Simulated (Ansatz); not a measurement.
The reference is BN in the zinc blende structure (space group F-43m, No. 216; a = 3.625 Å).

Modification: an isotropic linear strain of +2.54 %, atoms relaxed at fixed cell.

Levels (all Ansatz, a program for electronic structure, PAW): PBE (420 eV, spin-orbit coupling left out); r2SCAN (500 eV, without spin-orbit coupling); HSE06 (420 eV, spin-orbit coupling left out); PBE+SOC (420 eV, with spin-orbit coupling).

One geometry, relaxed with PBE, under each level:

Notes on the quantities. hole mass: degenerate bands, along [100].

The valence-band top lists the three highest levels at Γ (Kramers pairs under SOC), from the VBM.

```csv
level,band gap,lowest conduction level above the VBM at special points,valence-band top at Γ,electron mass,hole mass,pressure
PBE,4.38 eV,X 4.38 eV; K 6.66 eV; U 6.66 eV; Γ 8.43 eV,"0.00, 0.00, 0.00 eV","0.95 mₑ along k, 0.31 mₑ across (at X)","0.47, 0.55, 0.55 mₑ (at Γ)",-24.30 GPa
r2SCAN,4.88 eV,X 4.88 eV; K 7.24 eV; U 7.24 eV; Γ 9.15 eV,–,"0.91 mₑ along k, 0.30 mₑ across (at X)","0.44, 0.54, 0.54 mₑ (at Γ)",-29.25 GPa
HSE06,5.67 eV,X 5.67 eV; K 8.09 eV; U 8.09 eV; Γ 10.13 eV,–,–,–,–
PBE+SOC,4.37 eV,X 4.37 eV; K 6.65 eV; U 6.65 eV; Γ 8.42 eV,"0.00, 0.00, -0.02 eV","0.95 mₑ along k, 0.31 mₑ across (at X)","0.50, 0.55 mₑ (at Γ)",-24.30 GPa
```

Single points use the geometry relaxed with PBE. Their cutoffs differ, which shifts pressures a little. HSE06 gaps are upper bounds (no full band path). Differences between runs with and without spin-orbit coupling are approximate. Masses are band curvatures over ±0.01 Å⁻¹ around the edge. Along k means along the line from Γ to the band edge. Whether these cells are dynamically stable was not tested.
